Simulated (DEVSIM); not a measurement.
System: abrupt Si p-n junction, at 300 K.

Layer 1 from the left is Si, thickness (μm) 6.90, Na (cm⁻³) 2.3e17, τn (s) 6.6e-7, τp (s) 6.6e-7. Layer 2 from the left is Si, thickness (μm) 72.0, Nd (cm⁻³) 5.7e14, τn (s) 6.6e-7, τp (s) 6.6e-7.

Left contact: ohmic. Right contact: ohmic. Voltage is applied to the left contact. Recombination: SRH at mid-gap, radiative. Mobility is constant in doping.

The device is made up for the run: typed textbook-type constants, with dimensions and the other settings drawn at random. Values at 300 K.

Si: gap (eV) 1.124, affinity (eV) 4.05, permittivity 11.7, Nc (cm⁻³) 2.86e19, Nv (cm⁻³) 3.1e19, μn (cm²/Vs) 1417, μp (cm²/Vs) 470, B (cm³/s) 4.7e-15.

Q: Estimate by hand the built-in potential, the peak field at zero bias, the capacitance at -1.5 V, and compare with a numerical solution.

A: 
- Built-in potential: ni = √(Nc Nv) exp(−Eg/2kT) = 1.08e10 cm⁻³ with Eg = 1.124 eV; Vbi = kT/q ln(Na Nd/ni²) = 0.717 V; numerical 0.717 V.
- Peak field at zero bias: depletion approximation: W = √(2εVbi/(qN)) = 1.28 μm with N = 5.69e14 cm⁻³; field = 2Vbi/W = 11200 V/cm; numerical 27400 V/cm (estimate below by 59 %).
- Capacitance at -1.5 V: C = √(qεN / 2(Vbi + |V|)) = 4.61 nF/cm²; numerical 4.71 nF/cm² (estimate below by 2.0 %).

Simulated with DEVSIM: 1D drift-diffusion, Boltzmann statistics, complete ionisation; no tunnelling, impact ionisation, image-force lowering or self-heating.
